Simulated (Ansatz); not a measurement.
An Ansatz (a first-principles code) run: PbTe with a change (pressure −1 GPa); PBEsol in Ansatz (plane waves to 420 eV, PAW, spin-orbit coupling left out), earlier PAW set.

Input:

Ansatz 0.2 input:
```yaml
crystal:
  lattice:
    - [0, 3.221189004, 3.221189004]
    - [3.221189004, 0, 3.221189004]
    - [3.221189004, 3.221189004, 0]
  atoms:
    - { symbol: Te, position: [0, 0, 0] }
    - { symbol: Pb, position: [0.5, 0.5, 0.5] }
basis: { ecutwfc: 420, ecutrho_ratio: 4, xc_grid: 2, fft_grid_basis: typed }
kpoints: { mp_grid: { grid: [9, 9, 9] } }
hamiltonian:
  xc: pbesol
  dispersion: none
  pseudopotentials: { azcp: { folder: ./paw }, kind: paw }
scf: { occupations: { method: fermi_dirac, width: 0.05 } }
relax: { f_tol: 0.01, max_steps: 60, cell: { stress_tol: 0.02, p_target: -1.0 } }
output: { forces: true, stress: true }
checkpoint: { write: state.ck, write_every: 1000 }
```

Output (explanatory and most iteration lines left out):

```
Relaxation: its limit of steps is 60 (relax.max_steps)
Pseudopotential: Te, paw, valence charge 16
Pseudopotential: Pb, paw, valence charge 14
Crystal: 2 atoms, lattice volume = 66.846 Å³
Basis set: ecut = 420 eV, 1291 PW (Γ), exchange–correlation on 64×64×64 points (8 copies of the dense FFT grid, shifted against one another)
Bands: 19, of which v1, the nominal top of the filled ones, is band 15 counted from 1 (14 counted from 0)
Symmetry: 48 space group operations
Space group: Fm-3m (ITA 225), of the structure as read, at distance tolerance 4.1e-5 Å
k-points: 35 of 729
Functional: x = pbesol(κ = 0.804, μ = 0.12345679012345678), c = pbesol(β = 0.046)
SCF iter   1: F=—  HF=-18659.877454 eV  |F-HF|=—  |Δ(HF+E_count)|=         —  Δρ=2.46e-2  dr2=1.13e0  ethr=3.10e-3  ⟨swp⟩=7.6  Hψ=3810  notcnv=0
SCF iter   2: F=—  HF=-18659.532998 eV  |F-HF|=—  |Δ(HF+E_count)|=   3.44e-1  Δρ=8.60e-3  dr2=8.53e-2  ethr=3.10e-3  ⟨swp⟩=3.7  Hψ=1513  notcnv=0
SCF 1 converged in 7 iterations: F = -18659.500215 eV  dr2 = 6.30e-9
relax step   1: F+E_penalty+E_count = -18659.50021508 eV  Δ(F+E_penalty+E_count) = +0.000e0 eV  max|allowed force component| = 4.464e-29 eV/Å  Δτ_max = 0.0000 Å  P = +0.009 GPa  Ω = 66.846 Å³  (7 SCF iters, dr2 threshold 1.00e-7 eV, accepted)
[... steps on the carried basis left out ...]
relax step   4: F+E_penalty+E_count = -18659.49501053 eV  Δ(F+E_penalty+E_count) = -2.463e-4 eV  max|allowed force component| = 1.379e-28 eV/Å  Δτ_max = 0.0000 Å  P = -1.011 GPa  Ω = 68.470 Å³  stress off target by 1.08e-2 GPa  SCF on the basis re-selected at this cell (its energy is not comparable with the rows above)  (6 SCF iters)
SCF converged after 6 iterations
Free energy (F): -18659.495011 eV
Internal energy: -18659.495007 eV  (E = F + TS)
E sigma→0 (E₀):  -18659.495009 eV
Entropy (-TS):   -0.000004 eV (-0.002 meV/atom)
Fermi energy:    8.750968 eV
--- Forces (eV/Å), atoms counted from 1 ---
  atom   1  Te    -0.00000000     0.00000000    -0.00000000
  atom   2  Pb     0.00000000     0.00000000    -0.00000000
--- Stress (GPa, compression-positive) ---
       -1.010787       0.000000      -0.000000
        0.000000      -1.010787       0.000000
       -0.000000       0.000000      -1.010787
  P = ⅓ Tr σ = -1.0108 GPa (-10.108 kbar)
--- Relaxed structure (3 steps of the walk, 3 accepted, 1 SCFs on fresh bases) ---
  cell:  # Å, volume = 68.4704 Å³
    - [-1.2738430082238977e-34, 3.2470644675797558, 3.2470644675797558]
    - [3.2470644675797558, -3.8215290246716924e-34, 3.2470644675797558]
    - [3.2470644675797558, 3.2470644675797558, -6.114446439474709e-34]
  atoms:
    - { symbol: Te, position: [-9.964901893739516e-36, 6.850870051913773e-36, 1.930699741920769e-35] }
    - { symbol: Pb, position: [0.49999999999999994, 0.49999999999999994, 0.49999999999999994] }
```

With Pb and Te present, leaving out spin-orbit coupling can change the band edges. Load acts through the strain it causes; cell and atoms are relaxed under it. No phonon test of stability was made. The cell was made from PbTe in the rock salt structure (space group Fm-3m, No. 225) by this change: pressure −1 GPa.
